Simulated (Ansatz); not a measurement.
**Band gap of SnI4 (P-43m, No. 215, 5 atoms in the cell; start mp-571436; a measured phase of this formula has another space group) at several levels of theory**

No measured value is used here.

```tsv
level (code)	value (eV)
LDA (Ansatz)	?
PBEsol (Ansatz)	0.56
PBEsol+SOC (Ansatz)	0.32 (direct)
HSE06 (Ansatz)	1.49
HSE06+SOC (Ansatz)	1.18 (direct)
```

### Question
Some entries are withheld; supply them.

### Answer

- LDA (Ansatz, a program for electronic structure), value (eV): 0.45

Computed values are for a static lattice. Levels without +SOC have no spin–orbit coupling; where heavier elements are present it shifts gaps, mostly down, and can invert bands.  Values are at the PBE-D3(BJ) cell. Cutoffs and k meshes differ between the levels. Ansatz's density-functional and Hartree–Fock values are scalar-relativistic unless marked +SOC, with PAW data made under PBE.

A start named mp-… is a Materials Project structure, which need not be a measured phase.
